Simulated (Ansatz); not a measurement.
## WSi2: energy against strain

WSi2 (MoSi2 type, I4/mmm, 13.362 Å³/atom and stress up to 0.01 GPa in the relaxed cell, c along z) under a strain ε along a (axis x), the other axes held. PBEsol in Ansatz, a plane-wave DFT program (PAW, default set), 420 eV, 25×25×25 Γ-centred mesh, Fermi-Dirac smearing 0.10 eV; ions are relaxed, or left where forces stay under 0.02 eV/Å, within the symmetry of each cell.

Here s stands for strain and y for E less E0.

| strain (%) | E less E0 (meV/atom) |
|---|---|
| -1.50 | 4.26 |
| -1.00 | 1.87 |
| -0.50 | 0.46 |
| 0.00 | 0.00 |
| 0.50 | 0.46 |
| 1.00 | 1.82 |
| 1.50 | 4.05 |
| 3.00 | ? |

Fit y of the 7 rows that show it with a parabola. Least squares gives y = -0.001 - 0.0521·s + 1.8471·s². Residuals (row less fit): 0.027, -0.028, -0.027, 0.001, 0.025, 0.026, -0.027; standard error 0.033 (degrees of freedom: 4). Twice the quadratic coefficient over the volume, 2 × 1.8471 meV × 10⁴ × 0.1602 / 13.362 Å³, is the elastic constant C11 = about 440 GPa.

Q: What does the fit predict for y at s = 3.00, and how far is the calculated value from it?

A: y = -0.001 - 0.0521 × 3.0 + 1.8471 × 3.0² = 16.467 meV/atom. The calculation gives 15.67 meV/atom, 0.797 meV/atom below the prediction (5.1 % of the range of y in the table). The row lies outside the fitted rows, so this is an extrapolation. From the scatter of the fitted rows alone, a prediction at this place has a standard error of 0.125 meV/atom, so the miss is 6.4 times that.

A polynomial of degree 3 through the 12 other runs of the series gives 15.67 there, so most of the miss is curvature that the fit leaves out. In a metal these values are sensitive to mesh and smearing; energies are taken to zero smearing, stresses follow the free energy. Spin-orbit coupling is left out, which can shift these values for the heavy elements here. Rows are the converged runs of the series near zero and its far end; series whose fitted rows scatter by over a few per cent of the range, as at a crossing or softening among them, aren't shown in this form, nor equations of state whose B0' disagrees with the runs' pressures. Most that stay on the fit to the last digits aren't either.
